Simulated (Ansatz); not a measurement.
The structure below was relaxed with PBEsol-D3(BJ) (Ansatz, a first-principles code), no spin-orbit coupling.

Space group P6₃/mmc (No. 194); a = 3.2306 Å, b = 3.2306 Å, c = 12.4125 Å, α = 90.00°, β = 90.00°, γ = 120.00°

```tsv
atom	site	symmetry	x	y	z
W	2c	-6m2	0.3333	0.6667	0.2500
Se	4f	3m.	0.6667	0.3333	0.1146
```

Problem. Write out a cell with all atoms.

Solution. 
```
WSe2
1.0
    3.23061     0.00000     0.00000
   -1.61531     2.79779     0.00000
    0.00000     0.00000    12.41252
W Se
2 4
Cartesian
  0.00000   1.86520   3.10313
  1.61531   0.93260   9.30939
  0.00000   1.86520   7.62838
  1.61531   0.93260   1.42212
  1.61531   0.93260   4.78414
  0.00000   1.86520  10.99040
```
This is the conventional cell.

No phonon test of stability was made. The cell was made from WS2 by this change: S → Se.
